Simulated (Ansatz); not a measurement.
AlB2-type ZrB₂ was calculated with PBEsol (plane waves, PAW; Ansatz, a program for electronic structure).

Input:

Ansatz 0.2 input:
```yaml
crystal:
  lattice:
    - [-1.5825, -2.74097, 0.0]
    - [-1.5825, 2.74097, 0.0]
    - [0.0, 0.0, -3.52]
  atoms:
    - { symbol: Zr, position: [0.0, 0.0, 0.0] }
    - { symbol: B, position: [0.333333, 0.666666, 0.5] }
    - { symbol: B, position: [0.666667, 0.333334, 0.5] }
basis:
  ecutwfc: 520
  ecutrho_ratio: 4
  xc_grid: 2
kpoints:
  mp_grid: { grid: [24, 24, 16] }
hamiltonian:
  xc: pbesol
  dispersion: none
  pseudopotentials: { kind: paw }
scf:
  occupations: { method: fermi_dirac, width: 0.05 }
  convergence: { dr2_threshold: 0.0000000003 }
output:
  forces: true
  stress: true
  eigenvalues: true
```

Excerpt of the program's output:

```
WARN the atoms were moved onto the symmetric positions of the space group found under crystal.symmetry.tolerance 1.0e-5 (fractional …
Crystal: 3 atoms, lattice volume = 30.537 Å³
Basis set: ecut = 520 eV, 823 PW (Γ), exchange–correlation on 48×48×54 points (8 copies of the dense FFT grid, shifted against one another)
Bands: 13, of which v1, the nominal top of the filled ones, is band 9 counted from 1 (8 counted from 0)
Symmetry: 24 space group operations
Space group: P6/mmm (ITA 191), of the structure as read, at distance tolerance 3.1e-5 Å
k-points: 549 of 9216
Functional: x = pbesol(κ = 0.804, μ = 0.12345679012345678), c = pbesol(β = 0.046)
SCF iter   1: F=—  HF=-4437.225329 eV  |F-HF|=—  |Δ(HF+E_count)|=         —  Δρ=5.00e-3  dr2=1.24e-2
SCF iter   2: F=—  HF=-4437.223486 eV  |F-HF|=—  |Δ(HF+E_count)|=   1.84e-3  Δρ=3.37e-3  dr2=6.53e-3
  ...
SCF iter   6: F=—  HF=-4437.221622 eV  |F-HF|=—  |Δ(HF+E_count)|=   7.84e-8  Δρ=8.31e-6  dr2=1.30e-8
SCF iter   7: F=-4437.221622 eV  HF=-4437.221622 eV  |F-HF|=1.82e-12  |Δ(HF+E_count)|=   5.32e-9  Δρ=6.22e-7  dr2=2.94e-11
SCF 1 converged in 7 iterations: F = -4437.221622 eV  dr2 = 2.94e-11
SCF converged after 7 iterations
Free energy (F): -4437.221622 eV
Internal energy: -4437.219496 eV  (E = F + TS)
E sigma→0 (E₀):  -4437.220559 eV
Fermi energy:    15.828360 eV
--- Forces (eV/Å), atoms counted from 1 ---
  atom   1  Zr     0.00000000     0.00000000    -0.00000000
  atom   2  B     -0.00000000     0.00000000     0.00000000
  atom   3  B      0.00000000     0.00000000    -0.00000000
--- Stress (GPa, compression-positive) ---
       -2.497761      -0.000000      -0.000000
       -0.000000      -2.497761       0.000000
       -0.000000       0.000000      -2.567445
  P = ⅓ Tr σ = -2.5210 GPa (-25.210 kbar)
```

The PAW data were made under PBE.

Note: cell and atoms aren't relaxed at this level (pressure -2.5 GPa).

The result took about 26 core-seconds (a rough figure).
